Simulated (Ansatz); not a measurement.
**NbP (model structure, started from the MnP type, Pnma, No. 62, 8 atoms in the cell)**

Level of theory: PBEsol in Ansatz (plane waves, PAW).

Numerical settings: plane-wave cutoff 500 eV, 8×12×6 k mesh (along the axes of the cell as run), Fermi–Dirac smearing 0.05 eV, no spin polarisation, scalar-relativistic PAW data made under PBE.

Cell (relaxed at this level):

```
NbP
1.0
    5.96781     0.00000     0.00000
    0.00000     3.29988     0.00000
    0.00000     0.00000     6.44856
Nb P
4 4
Direct
  0.50507   0.25000   0.69483
  0.00507   0.25000   0.80517
  0.49493   0.75000   0.30517
  0.99493   0.75000   0.19483
  0.69991   0.25000   0.06670
  0.19991   0.25000   0.43330
  0.30009   0.75000   0.93330
  0.80009   0.75000   0.56670
```

```json
{
  "band_gap": "zero (no gap)"
}
```

Note: the relaxation could raise the start's symmetry but not lower it, so the cell can be a saddle point.

Spin–orbit coupling is not included.

A model structure was made by putting elements into a prototype or built by hand; it is no filed structure, need not be a known phase, and can be a saddle point held by its symmetry.

Ansatz is an electronic-structure program.
